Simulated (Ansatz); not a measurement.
BN under load (space group F-43m), Ansatz (a program for electronic structure) with PBE, rigid bands. Condition of this run: hydrostatic pressure of -9 GPa (compression positive) (the target of the relaxation). Band gap 4.45 eV, N_c = 2.23e19 cm⁻³ and N_v = 8.95e19 cm⁻³ at 300 K, conductivity masses of 0.394 mₑ (electrons) and 0.701 mₑ (holes). Take k_BT = 0.02585 eV.

Task: Find the intrinsic carrier density and the intrinsic Fermi level.

Result: n_i = √(N_c N_v) exp(−E_g/2k_BT) = 4.47e19 × exp(−86.07) = 1.9e-18 cm⁻³. The level lies (k_BT/2) ln(N_v/N_c) = 18 meV from mid-gap (positive towards the conduction band). Each 0.1 eV added to the gap lowers n_i by a factor of 6.9.

Task: What thermal injection velocity √(2k_BT/πm) limits a ballistic channel?

Result: 8.57e6 cm/s for electrons and 6.43e6 cm/s for holes, a ratio of √(m_h/m_e) = 1.33, for dilute carriers.

Task: A film of it is 2 nm thick. Estimate the confinement energies in an infinite well.

Result: ħ²π²/(2m t²) = 0.376 eV·nm²/(m/mₑ × t²) gives 239 meV for electrons and 134 meV for holes, so the gap would widen to about 4.82 eV. Finite barriers and nonparabolic bands lower this, and with several valleys or bands the heaviest mass along the normal sets the lowest level, not this average.

Rigid bands with the computed gap; masses take one relaxation time for all states. Spin-orbit coupling is left out. Geometry: cell and atoms relaxed with PBEsol.
